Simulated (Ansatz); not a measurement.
Output of an Ansatz run (abridged):

```
WARN ansatz: RAYON_NUM_THREADS=1 ignored (pool sized by the plan → 1); use --threads N
Pseudopotentials: kind: paw
Pseudopotential: La, paw, valence charge 11
Pseudopotential: O, paw, valence charge 6
Pseudopotential: F, paw, valence charge 7
Crystal: 6 atoms, lattice volume = 97.722 Å³
Basis set: ecut = 420.4159175005146 eV, 1907 PW (Γ)
Bands: 30, of which v1, the nominal top of the filled ones, is band 24 counted from 1 (23 counted from 0)
Symmetry: 8 space group operations
Space group: P4mm (ITA 99), of the structure as read, at distance tolerance 4.6e-5 Å
k-points: 30 of 144 (time reversal used)
PAW frozen core: La, regenerated for the run's functional, and the local potential with it
PAW frozen core: O, regenerated for the run's functional, and the local potential with it
PAW frozen core: F, regenerated for the run's functional, and the local potential with it
Initial density: superposition of atomic densities (neutral atoms: chi_scale 0, normalization atom), corrected by the library's trained network
Initial wavefunctions: pseudopotential atomic-orbital guess
Eigensolver: davidson
Functional: x = slater, c = lda
SCF iter   1: F=—  HF=-14863.110908 eV  |F-HF|=—  |Δ(HF+E_count)|=         —  Δρ=1.79e-2  dr2=2.71e-1  ethr=1.77e-3  ⟨swp⟩=6.0  Hψ=3845  notcnv=0
all-band conjugate gradients solve this SCF's bands
preconditioner: auto → Resta (q_TF=auto, 2.423 Å⁻¹)
SCF iter   2: F=—  HF=-14863.053328 eV  |F-HF|=—  |Δ(HF+E_count)|=   5.76e-2  Δρ=6.64e-3  dr2=2.24e-2  ethr=5.64e-4  ⟨swp⟩=4.0  Hψ=2126  notcnv=0  defer=46
SCF iter   3: F=—  HF=-14863.048026 eV  |F-HF|=—  |Δ(HF+E_count)|=   5.30e-3  Δρ=1.99e-3  dr2=2.35e-3  ethr=4.66e-5  ⟨swp⟩=3.0  Hψ=1600  notcnv=0  defer=46
SCF iter   4: F=—  HF=-14863.047683 eV  |F-HF|=—  |Δ(HF+E_count)|=   3.43e-4  Δρ=9.98e-4  dr2=7.92e-4  ethr=4.89e-6  ⟨swp⟩=2.0  Hψ=1560  notcnv=0  defer=46
SCF iter   5: F=—  HF=-14863.047514 eV  |F-HF|=—  |Δ(HF+E_count)|=   1.68e-4  Δρ=1.63e-4  dr2=4.51e-5  ethr=1.65e-6  ⟨swp⟩=2.0  Hψ=1494  notcnv=0  defer=46
SCF iter   6: F=—  HF=-14863.047527 eV  |F-HF|=—  |Δ(HF+E_count)|=   1.21e-5  Δρ=5.59e-5  dr2=2.91e-6  ethr=9.40e-8  ⟨swp⟩=2.5  Hψ=1541  notcnv=0  defer=46
SCF iter   7: F=-14863.047528 eV  HF=-14863.047528 eV  |F-HF|=1.04e-7  |Δ(HF+E_count)|=   1.11e-6  Δρ=1.03e-5  dr2=7.84e-8  ethr=2.08e-10  ⟨swp⟩=13.4  Hψ=5340  notcnv=0
SCF 1 converged in 7 iterations: F = -14863.047528 eV  dr2 = 7.84e-8
SCF converged after 7 iterations
Free energy (F): -14863.047528 eV
Harris-Foulkes:  -14863.047528 eV  (|F-HF|=1.04e-7)
Internal energy: -14863.047528 eV  (E = F + TS)
E sigma→0 (E₀):  -14863.047528 eV
Fermi energy:    9.849867 eV
--- Per-component energies (eV) ---
  E_band       = -114.642861
  E_kinetic    = 1141.098180
  E_local      = -2484.021414  (includes V_loc(G=0)·N_el)
  E_nonlocal   = 451.036873
  E_hartree    = 902.547482
  E_xc         = -578.952472
  E_vxc        = -684.839505  (∫ρ·V_xc dr)
  E_paw        = -11157.854465  (= ΣΔE_a)
  E_vpaw       = -343.022235  (= ΣTr[D̂ρ^β])
  E_aug_tail   = 0.009055  (compensation charges beyond the density's cutoff)
  E_ewald      = -3137.976545
  E_core_change = 1.065779  (= ΣΔE_core)
  E_smearing   = -0.000000  (= −TS)
  E_closure    = 0.000000  (closes the sum)
  Σ components = -14863.047528   (vs F -14863.047528, Δ=0.00e0)
--- Forces (eV/Å), atoms counted from 1 ---
  atom   1  La     0.00000000     0.00000000    -0.95620409
  atom   2  La    -0.00000000     0.00000000     0.65303875
  atom   3  O      0.00000000     0.00000000     0.14674418
  atom   4  O     -0.00000000     0.00000000     0.14674418
  atom   5  F      0.00000000     0.00000000     0.00485741
  atom   6  F     -0.00000000     0.00000000     0.00485741
  max |Σ_I F_I| component: 3.78e-5 eV/Å
--- Stress (GPa, compression-positive) ---
       -8.198962       0.000000       0.000000
        0.000000      -8.198962       0.000000
        0.000000       0.000000      -8.078916
  P = ⅓ Tr σ = -8.1589 GPa (-81.589 kbar)
  The stress holds the Pulay correction. Without it, at fixed plane waves, as pw.x and ABINIT print it: P = -8.8194 GPa
--- Band table (eV; the first three rows and the last of 30) ---
  k-point 0: bands = ["-22.1710", "-21.9315", "-14.2452", "-13.8528", "-8.6747", "-7.2448", "-5.9613", "-5.9613", "-5.5088", "-5.4700", "-5.4700", "-3.9163", "3.1869", "3.1869", "3.3400", "3.3795", "4.5827", "4.5827", "6.2317", "6.2317", "6.2608", [...]
  k-point 1: bands = ["-22.1487", "-21.9555", "-14.2376", "-13.8522", "-8.7104", "-7.2511", "-5.9160", "-5.9160", "-5.5227", "-5.5227", "-5.4026", "-4.0094", "3.2646", "3.2646", "3.5270", "3.5546", "4.4971", "4.4971", "5.9542", "6.1955", "6.1955", [...]
  k-point 2: bands = ["-22.1188", "-21.9872", "-14.2300", "-13.8515", "-8.7451", "-7.2575", "-5.8537", "-5.8537", "-5.5923", "-5.5923", "-5.2831", "-4.1167", "3.3556", "3.3556", "3.7635", "3.7690", "4.3958", "4.3958", "5.6058", "5.8822", "6.1698", [...]
  k-point 29: bands = ["-21.9975", "-21.9029", "-14.1409", "-14.1409", "-9.0023", "-9.0023", "-6.0018", "-5.9291", "-5.5778", "-5.5778", "-3.8801", "-3.8801", "3.3005", "3.3411", "4.1625", "4.1625", "4.6324", "4.6927", "5.8360", "5.9488", "7.1721", [...]
```

The structure:

```
CELL_PARAMETERS angstrom
      4.08959     0.00000     0.00000
      0.00000     4.08959     0.00000
      0.00000     0.00000     5.84299
ATOMIC_POSITIONS crystal
  La 0.50000 0.00000 0.72427
  La 0.00000 0.50000 0.28429
  O  0.00000 0.00000 0.50000
  O  0.50000 0.50000 0.50000
  F  0.50000 0.50000 0.00000
  F  0.00000 0.00000 0.00000
```

### Question
What input produced this log?

### Answer
Other spellings and defaults could give the same log, and not every line can be read from it. The input that was run (DFT, LDA (PW92), plane waves, default PAW files made with PBE):

Ansatz 0.2 input:
```yaml
# LaOF
crystal:
  lattice:
    - [4.089586, 0.000000, 0.000000]
    - [0.000000, 4.089586, 0.000000]
    - [0.000000, 0.000000, 5.842990]
  atoms:
    - { symbol: La, position: [0.500000, 0.000000, 0.724267] }
    - { symbol: La, position: [0.000000, 0.500000, 0.284290] }
    - { symbol: O, position: [0.000000, 0.000000, 0.500000] }
    - { symbol: O, position: [0.500000, 0.500000, 0.500000] }
    - { symbol: F, position: [0.500000, 0.500000, 0.000000] }
    - { symbol: F, position: [0.000000, 0.000000, 0.000000] }
basis:
  ecutwfc: 30.9 Ry
kpoints:
  mp_grid: { grid: [6, 6, 4] }
hamiltonian:
  xc: lda
  pseudopotentials: { kind: paw }
scf:
  occupations: { method: fermi_dirac, width: 0.0037 Ry }
output:
  forces: true
  eigenvalues: true
  stress: true
```

The starting cell comes from a database of computed structures (which also holds hypothetical and non-ambient phases and stackings), without a prior relaxation at this level. Its lattice was rescaled by up to half a per cent. One atom was moved a little off its site on purpose. With a pressure of about -8 GPa the cell is away from its equilibrium volume at this level. Ansatz's pressure includes its estimate of the finite-basis (Pulay) stress. Without the estimate this run gives -8.82 GPa.

Ansatz is a quantum-chemistry and plane-wave program.
